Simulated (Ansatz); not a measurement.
Data:

```
CELL_PARAMETERS angstrom
      0.00000     3.01700     3.01700
      3.01700     0.00000     3.01700
      3.01700     3.01700     0.00000
ATOMIC_POSITIONS crystal
  Li 0.25000 0.25000 0.25000
  Li 0.75000 0.75000 0.75000
  Se 0.00000 0.00000 0.00000
```

No spin polarisation.

Computed with DFT with PBEsol, PAW potentials and a 420 eV plane-wave cutoff in Ansatz (a quantum-chemistry and plane-wave program), no spin-orbit coupling. Settings: 10×10×10 k-points, 0.05 eV Fermi–Dirac smearing.

**Question.** Predict the gap character and band gap.

**Answer.** The gap character comes out as indirect, Γ → X. The band gap comes out as 2.85 eV.

The cells carry an imposed strain or load. Whether these cells are dynamically stable was not tested. The cell was made from Li₂Se in the anti-fluorite structure (space group Fm-3m, No. 225) by this change: isotropic strain +1.50 %.
